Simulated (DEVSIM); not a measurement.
System: Pd/HfO2/SiO2/n-Si capacitor, at 250 K.

Layer 1 from the left is HfO2, thickness (nm) 2.10. Layer 2 from the left is SiO2, thickness (nm) 0.590. Layer 3 from the left is Si, thickness (nm) 4500, Nd (cm⁻³) 8e14.

Metal gate on the left, work function 5.2 eV. Fixed charge at the semiconductor interface 2.1e12 cm⁻² (in units of +e); no interface traps.

The device is made up for the run: typed textbook-type constants, with dimensions and the other settings drawn at random. Values at 300 K; Nc and Nv go as T^1.5, mobilities as T to minus their exponent, the gap by Varshni's rule with the affinity fixed.

HfO2: gap (eV) 5.7, affinity (eV) 2.5, permittivity 22. SiO2: gap (eV) 9, affinity (eV) 0.9, permittivity 3.9. Si: gap (eV) 1.124, affinity (eV) 4.05, permittivity 11.7, Nc (cm⁻³) 2.86e19, Nv (cm⁻³) 3.1e19, Varshni α (eV/K) 0.000473, Varshni β (K) 636.

Problem. Estimate by hand the flat-band voltage, the threshold voltage, and compare with a numerical solution.

Solution. 
- Flat-band voltage: C = 3.59 μF/cm², work-function difference 0.930 V; VFB = φms − qNf/C = 0.84 V; numerical 0.84 V.
- Threshold voltage: φF = 0.347 V, depletion charge √(4εqNφF) = 1.36e-8 C/cm²; VT = VFB − 2φF − Qd/C = 0.14 V; numerical 0.14 V.

Model (solved in DEVSIM): 1D Poisson equation in equilibrium, Boltzmann statistics, complete ionisation; no quantum confinement or tunnelling. Metal contacts follow the ideal Schottky-Mott rule: no Fermi-level pinning, no interface dipoles.
